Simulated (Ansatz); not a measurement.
Results of rVV10 (PAW; Ansatz, a first-principles code) for cubic perovskite CsCaF3.

Numerical settings: plane-wave cutoff 520 eV, 8×8×8 k mesh, Fermi–Dirac smearing 0.01 eV, scalar-relativistic PAW data made under PBE.

Results at a series of volumes:

```csv
V (Å³/atom),E − E_lowest (meV/atom)
17.452,12.97
17.823,5.53
18.195,1.33
18.566,0.00
18.937,1.23
19.309,4.74
19.680,10.29
```

Problem. Estimate the bulk modulus and its pressure derivative from these points.

Solution. V0 = 18.566 Å³/atom, B0 = 55.2 GPa, B′ = 4.8 (fit to the energies at full precision).

Measured, for comparison: bulk modulus 50.9 GPa (room temperature, not corrected to a static lattice; as tabulated in Vaitheeswaran et al. (2016), arXiv:1609.00541). Computed (rounded) less measured: bulk modulus +8 %. A static lattice is as a rule a little smaller and stiffer than an uncorrected measurement, which narrows the difference in the bulk modulus and would widen misses of the other sign.

Note: the relaxation could not lower the start's symmetry, so the cell can be a saddle point above a distorted one.

Spin–orbit coupling is not included.

Static lattice: no zero-point or thermal effects.
